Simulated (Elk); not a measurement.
## Elk run on YbP2Ru2 (I4/mmm, 5 atoms in the cell): self-consistent single point

Level of theory: LDA (PW92), all-electron FP-LAPW, Elk's shipped species files, default APW+lo basis run with Elk.

Input as run:

```
tasks
  0

swidth
  0.00367493

maxscl
  100

avec
   -3.8441186772    3.8441186772    9.0808899193
    3.8441186772   -3.8441186772    9.0808899193
    3.8441186772    3.8441186772   -9.0808899193

atoms
  3
  'Yb.in'
  1
  0.0000000000  0.0000000000  0.0000000000    0.0 0.0 0.0
  'P.in'
  2
  0.3699000000  0.3699000000  0.0000000000    0.0 0.0 0.0
  0.6301000000  0.6301000000  0.0000000000    0.0 0.0 0.0
  'Ru.in'
  2
  0.2500000000  0.7500000000  0.5000000000    0.0 0.0 0.0
  0.7500000000  0.2500000000  0.5000000000    0.0 0.0 0.0

ngridk
  7 7 7
```

Log, with long lists cut:

```
│ Elk code version 10.2.4 │

All units are atomic (Hartree, Bohr, etc.)

│ Ground-state run starting from atomic densities │

Lattice vectors :
  -3.844118677       3.844118677       9.080889919
   3.844118677      -3.844118677       9.080889919
   3.844118677       3.844118677      -9.080889919

Unit cell volume      :    536.7622643
Brillouin zone volume :   0.4621230477

Muffin-tin inner radius fraction :   0.1000000000E-01

Nuclei treated as point charges

Species :    1 (Yb)
 parameters loaded from : Yb.in
 name : ytterbium
 nuclear charge    :   -70.00000000
 electronic charge :    70.00000000
 atomic mass :    315432.6234
 muffin-tin radius :    2.800000000
 number of radial points in muffin-tin :    697
 atomic positions (lattice), magnetic fields (Cartesian) :
   1 :   0.00000000  0.00000000  0.00000000    0.00000000  0.00000000  0.00000000

Species :    2 (P)
 parameters loaded from : P.in
 name : phosphorus
 nuclear charge    :   -15.00000000
 electronic charge :    15.00000000
 atomic mass :    56461.71226
 muffin-tin radius :    2.002023594
 number of radial points in muffin-tin :    397
 atomic positions (lattice), magnetic fields (Cartesian) :
   1 :   0.36990000  0.36990000  0.00000000    0.00000000  0.00000000  0.00000000
   2 :  -0.36990000 -0.36990000  0.00000000    0.00000000  0.00000000  0.00000000

Species :    3 (Ru)
 parameters loaded from : Ru.in
 name : ruthenium
 nuclear charge    :   -44.00000000
 electronic charge :    44.00000000
 atomic mass :    184239.3392
 muffin-tin radius :    2.366027883
 number of radial points in muffin-tin :    597
 atomic positions (lattice), magnetic fields (Cartesian) :
   1 :   0.25000000 -0.25000000  0.50000000    0.00000000  0.00000000  0.00000000
   2 :  -0.25000000  0.25000000  0.50000000    0.00000000  0.00000000  0.00000000

Total number of atoms per unit cell :    5

Spin treatment :
 spin-unpolarised

   [... lines left out ...]
Maximum |G| for potential and density :    12.00000000
 potential will be trimmed for |G| > 2 gkmax
Constant for pseudocharge density :    8
Radial integration step length :    4

G-vector grid sizes :     42    42    42
Number of G-vectors :    15639

Maximum angular momentum used for
 APW functions                      :    8
 outer part of muffin-tin           :    6
 inner part of muffin-tin           :    1

Total nuclear charge    :   -188.0000000
Total core charge       :    122.0000000
Total valence charge    :    66.00000000
Total excess charge     :    0.000000000
Total electronic charge :    188.0000000

Effective Wigner radius, rₛ :   0.8800591025

Number of empty states         :   20
Total number of valence states :   53
Total number of core states    :  122

Total number of local-orbitals :   73

Exchange-correlation functional :      3     0     0
 Perdew-Wang/Ceperley-Alder, Phys. Rev. B 45, 13244 (1992)
 gradient requirement :    0
 local density approximation (LDA)

Smearing type :    3
 Fermi-Dirac
Smearing width :   0.3674930000E-02
Effective electronic temperature (K) :    1160.451112

Mixing type :    3
 Broyden mixing, J. Phys. A: Math. Gen. 17, L317 (1984)

Kohn-Sham potential initialised from atomic data
│ Self-consistent loop started │
│ Loop number : 1 │
 total energy                :     -23370.7091469
│ Loop number : 2 │
 total energy                :     -23621.3543916
RMS change in Kohn-Sham potential (target) :    1.484656597     (  0.1000000000E-05)
Absolute change in total energy (target)   :    250.6452447     (  0.1000000000E-03)
│ Loop number : 3 │
 total energy                :     -23825.7139812
RMS change in Kohn-Sham potential (target) :   0.1763650059     (  0.1000000000E-05)
Absolute change in total energy (target)   :    267.0209008     (  0.1000000000E-03)
│ Loop number : 4 │
 total energy                :     -23832.7535210
RMS change in Kohn-Sham potential (target) :   0.2319668543     (  0.1000000000E-05)
Absolute change in total energy (target)   :    73.79476504     (  0.1000000000E-03)
│ Loop number : 5 │
 total energy                :     -23843.4577339
RMS change in Kohn-Sham potential (target) :   0.2421609189     (  0.1000000000E-05)
Absolute change in total energy (target)   :    29.15290414     (  0.1000000000E-03)
   [... lines left out ...]
Absolute change in total energy (target)   :   0.9007801698E-02 (  0.1000000000E-03)
│ Loop number : 20 │
 total energy                :     -23804.3648101
RMS change in Kohn-Sham potential (target) :   0.3277051070E-05 (  0.1000000000E-05)
Absolute change in total energy (target)   :   0.2870057349E-02 (  0.1000000000E-03)
│ Loop number : 21 │
 total energy                :     -23804.3644938
RMS change in Kohn-Sham potential (target) :   0.1290776335E-05 (  0.1000000000E-05)
Absolute change in total energy (target)   :   0.4011619130E-03 (  0.1000000000E-03)
│ Loop number : 22 │
 total energy                :     -23804.3642788
RMS change in Kohn-Sham potential (target) :   0.2104242486E-06 (  0.1000000000E-05)
Absolute change in total energy (target)   :   0.1146788745E-03 (  0.1000000000E-03)
│ Loop number : 23 │
 total energy                :     -23804.3642317
RMS change in Kohn-Sham potential (target) :   0.3469149963E-07 (  0.1000000000E-05)
Absolute change in total energy (target)   :   0.7579338126E-04 (  0.1000000000E-03)
Convergence targets achieved

│ Loop number : 24 │

Energies :
 Fermi                       :     0.380779916549
 sum of eigenvalues          :     -14362.0923183
 electron kinetic            :      25726.4991462
 core electron kinetic       :      24998.9345847
 Coulomb                     :     -48941.7756323
 Coulomb potential           :     -39307.4064317
 nuclear-nuclear             :     -2018.92433401
 electron-nuclear            :     -54538.2961648
 Hartree                     :      7615.44486653
 Madelung                    :     -29288.0724164
 xc potential                :     -781.185032801
 exchange                    :     -571.305039694
 correlation                 :     -17.7782695746
 electron entropic           :    -0.445003734883E-02
 total energy                :     -23804.3642454

Density of states at Fermi energy :    81.19591249
 (states/Hartree/unit cell)

Estimated indirect band gap :   0.1456323635E-02
 from k-point     27 to k-point     19
Estimated direct band gap   :   0.1388056810E-01
 at k-point     19

Charges :
 core                        :    122.0000000
 valence                     :    66.00000000
 interstitial                :    8.977726784
 muffin-tins (core leakage)
  species :    1 (Yb)
   atom    1                 :    68.43450935     (  0.1116271719E-05)
  species :    2 (P)
   atom    1                 :    12.83324211     (  0.1010721357E-02)
   atom    2                 :    12.83324211     (  0.1010721357E-02)
  species :    3 (Ru)
   atom    1                 :    42.46063982     (  0.2763584916E-06)
   atom    2                 :    42.46063982     (  0.2763584916E-06)
 total in muffin-tins        :    179.0222732
 total calculated charge     :    187.9952963
 total charge                :    188.0000000
 error                       :   0.4703690374E-02

│ Self-consistent loop stopped │
```

The run converged in 24 iterations. The count includes the last loop, which Elk runs after its targets are met.

The starting cell comes from a database of computed structures (which also holds hypothetical and non-ambient phases and stackings), without a prior relaxation at this level. Spin-orbit coupling is off. Spin polarisation is off, so a magnetic state, if there is one, cannot be reached. The f electrons are in the valence without U or exact exchange, which can misplace them near the Fermi level. Spin-orbit terms, which matter for f shells, are left out. Values depend on the basis (sphere radii, cutoffs, local orbitals), which need not be converged. The log's line on a gap gives a spacing of levels on this mesh, which the program prints for metals too.

Cost on one core of a shared machine: roughly 50 s.
